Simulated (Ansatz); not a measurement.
Base system: TiAl (space group P4/mmm, No. 123; a = 2.8127 Å, c = 4.0619 Å; relaxed with 0.1 eV smearing). Axes: x, y, z lie along a, b, c of the conventional cell.

Level of theory: DFT with r2SCAN, PAW potentials and a 500 eV plane-wave cutoff in Ansatz (a program for electronic structure), no SOC, earlier PAW set.

Base values:

Pressure: 0.0 GPa

Now apply this change: biaxial strain −0.72 %, plane normal [001], relaxed out of plane (Cartesian); in-plane vectors clamped, the third vector and the atoms free.

**Question.** What happens to the out-of-plane strain?

**Answer.** The out-of-plane strain is +0.68 %.

**Question.** Predict the new pressure.

**Answer.** The pressure (mean of the normal stresses, compression positive) goes from zero to 0.9 GPa.

No phonon test of stability was made. The final runs are not spin-polarised.
